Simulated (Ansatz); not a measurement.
## How far to go with shifted k-point meshes: In (I4/mmm, 1 atom in the cell)

```yaml
crystal:
  lattice:
    - [-1.62987, 1.62987, 2.48243]
    - [1.62987, -1.62987, 2.48243]
    - [1.62987, 1.62987, -2.48243]
  atoms:
    - { symbol: In, position: [0.00000, 0.00000, 0.00000] }
```

Method of the run: PBE, PAW files (plane waves; Ansatz, a quantum-chemistry and plane-wave program).

Base settings: basis.ecutwfc = 420 eV; kpoints.mp_grid.grid = 14 14 14; hamiltonian.xc = pbe; hamiltonian.pseudopotentials = {kind: paw} (the program's default PAW files); scf.occupations.method = fermi_dirac; scf.occupations.width = 0.1 eV.

In this ladder: kpoints.mp_grid.shift = 0.5 0.5 0.5.

Only quantities that move along the ladder and can be compared are tabulated.

The count of work is k-points × plane waves × bands × iterations; it is no time. Core times come from one kind of shared machine, to one figure; runs under 30 s give none.

The starting cell has typed, rounded lattice constants, without a prior relaxation at this level. Its lattice was rescaled by up to half a per cent. Ansatz's pressure includes its estimate of the finite-basis (Pulay) stress.

Steps (kpoints.mp_grid.grid): 2 2 2; 3 3 3; 4 4 4; 5 5 5; 6 6 6; 7 7 7; 8 8 8; 9 9 9; 10 10 10; 11 11 11; 12 12 12; 13 13 13; 15 15 15; 17 17 17; 18 18 18; 20 20 20; 22 22 22; 25 25 25; 28 28 28; 31 31 31; 34 34 34; 38 38 38; 42 42 42; 46 46 46.

What is the coarsest kpoints.mp_grid.grid that holds the pressure within 0.05 GPa of the last step, with all finer ones?

13 13 13, at 0.029 of the last step's count of work; the step before is off by 0.17 GPa.

What is the coarsest kpoints.mp_grid.grid that holds the free energy within 1 meV/atom of the last step, with all finer ones?

12 12 12, at 0.023 of the last step's count of work; the step before is off by 7.3 meV/atom.

| kpoints.mp_grid.grid | free energy less the last step's (meV/atom) | pressure (GPa) | count of work / last | core time / last (rough) |
|---|---|---|---|---|
| 2 2 2 | 1339.82 | 8.77 | 0.00044 | – |
| 3 3 3 | -135.23 | 2.03 | 0.00089 | – |
| 4 4 4 | -30.24 | 1.12 | 0.0016 | – |
| 5 5 5 | -10.61 | 1.11 | 0.0027 | – |
| 6 6 6 | 15.39 | 1.55 | 0.0041 | – |
| 7 7 7 | 21.18 | 1.82 | 0.0059 | – |
| 8 8 8 | 11.27 | 1.85 | 0.0083 | – |
| 9 9 9 | -13.54 | 1.45 | 0.011 | – |
| 10 10 10 | 5.21 | 1.72 | 0.015 | – |
| 11 11 11 | 7.27 | 1.78 | 0.019 | – |
| 12 12 12 | -0.01 | 1.82 | 0.023 | – |
| 13 13 13 | -0.56 | 1.69 | 0.029 | – |
| 15 15 15 | 0.06 | 1.61 | 0.043 | – |
| 17 17 17 | 0.50 | 1.64 | 0.060 | – |
| 18 18 18 | 0.12 | 1.65 | 0.070 | – |
| 20 20 20 | -0.13 | 1.66 | 0.094 | – |
| 22 22 22 | -0.07 | 1.65 | 0.12 | – |
| 25 25 25 | -0.02 | 1.64 | 0.17 | – |
| 28 28 28 | 0.07 | 1.65 | 0.24 | – |
| 31 31 31 | -0.05 | 1.65 | 0.32 | – |
| 34 34 34 | -0.01 | 1.65 | 0.42 | – |
| 38 38 38 | 0.00 | 1.65 | 0.58 | 0.6 |
| 42 42 42 | -0.01 | 1.65 | 0.77 | 0.8 |
| 46 46 46 | 0.00 | 1.65 | 1.0 | 1 |

Two neighbours can agree and both be off: 4 4 4 and 5 5 5 differ by 0.01 GPa in the pressure, yet lie about 0.54 GPa from the last step.

Keys are those of Ansatz 0.2.
